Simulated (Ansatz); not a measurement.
Mn interstitial in silicon: one set of geometries, relaxed with PBE, evaluated in Ansatz (PAW, plane waves to 420 eV, 500 eV under r2SCAN) with PBE, r2SCAN.

Set-up: 64-site cell; 2×2×2 shifted k-points; start: void with 4Si nearest; no Hubbard U; finite-size errors of tenths of an eV.

| quantity | PBE | r2SCAN |
|---|---|---|
| host gap (eV) | 0.61 | (withheld) |
| neutral formation energy against fcc-type Mn, layered antiferromagnet (eV) | 1.60 | (withheld) |
| largest moment on one atom at charge 0 (μB) | 2.50 | (withheld) |

Q: Given the lower rungs, what does r2SCAN give?

A: 
- host gap (eV), r2SCAN: 0.79
- neutral formation energy against fcc-type Mn, layered antiferromagnet (eV), r2SCAN: 1.67
- largest moment on one atom at charge 0 (μB), r2SCAN: 2.86

Ansatz is a quantum-chemistry and plane-wave program.
